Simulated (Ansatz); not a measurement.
# Fluorite HfO2 (high-temperature phase)

These are PBE-D3(BJ) (Ansatz, an electronic-structure program, PAW) values and carry that method's errors.

Numerical settings: plane-wave cutoff 500 eV, 14×14×14 k mesh, Fermi–Dirac smearing 0.05 eV, scalar-relativistic PAW data made under PBE.

Cell (relaxed at this level):

```yaml
crystal:
  lattice:
    - [0.00000, 2.53631, 2.53631]
    - [2.53631, 0.00000, 2.53631]
    - [2.53631, 2.53631, 0.00000]
  atoms:
    - { symbol: Hf, position: [0.00000, 0.00000, 0.00000] }
    - { symbol: O, position: [0.75000, 0.75000, 0.75000] }
    - { symbol: O, position: [0.25000, 0.25000, 0.25000] }
```

```yaml
band_gap: 3.78 eV (on the SCF k mesh)
```

Note: symmetry holds this phase in the static calculation, where it need not be a minimum; held by symmetry at 0 K, a high-temperature phase can be a saddle point.

Spin–orbit coupling is not included.

The computed numbers hold no vibrational or temperature effects.

The result took roughly 23 core-seconds.
